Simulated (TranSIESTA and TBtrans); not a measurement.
# Ga chain with one S atom in place of Ga

Junction: Ga chain with one S atom in place of Ga. Leads: straight Ga chain, spacing 2.703 Å. Geometry: 3 atoms about the centre moved by SIESTA (PBE, DZP) to a largest force of 0.02 eV/Å, all others as built, motion along the axis alone.

TranSIESTA and TBtrans, PBE, DZP numerical orbitals (energy shift 0.15 eV), PseudoDojo norm-conserving scalar-relativistic potentials, mesh cutoff 200 Ry, 300 K, no spin polarisation, no spin-orbit coupling; self-consistent non-equilibrium Green functions.

```
Item                               Value
---------------------------------  -----
Conductance at 300 K (G0 = 2e²/h)   1.04
Thermopower (μV/K)                  -8.1
Mean T from −0.5 to 0.5 eV          0.88
```

Energies count from the leads' Fermi level. Transmissions are for one spin of a degenerate pair. The energy step is 0.01 eV; narrower resonances are cut or missed.

```
E (eV)      T  lead channels
------  -----  -------------
-2.00       0              0
-1.90       0              0
-1.80       0              0
-1.70       0              0
-1.60       0              0
-1.50       0              0
-1.40   0.010              1
-1.30    0.18              1
-1.20    0.28              1
-1.10    0.35              1
-1.00    0.40              1
-0.90    0.43              1
-0.80    0.45              1
-0.70    0.47              1
-0.60    0.49              1
-0.50    0.49              1
-0.40    0.50              1
-0.30    0.51              1
-0.20    0.51              1
-0.10    0.86              3
0.00     1.06              3
0.10     1.10              3
0.20     1.12              3
0.30     1.14              3
0.40     1.19              3
0.50     1.27              3
0.60     1.38              3
0.70     1.52              3
0.80     1.69              3
0.90     1.88              3
1.00     2.08              3
1.10     2.24              3
1.20     2.37              3
1.30     2.46              3
1.40     2.51              3
1.50     2.53              3
1.60     2.54              3
1.70     2.55              3
1.80     2.55              3
1.90     2.54              3
2.00     2.52              3
```

The straight chain is held at its spacing; free chains may zigzag or dimerise. No spin-polarised start was tried, so a magnetic state, if there is one, is missed.
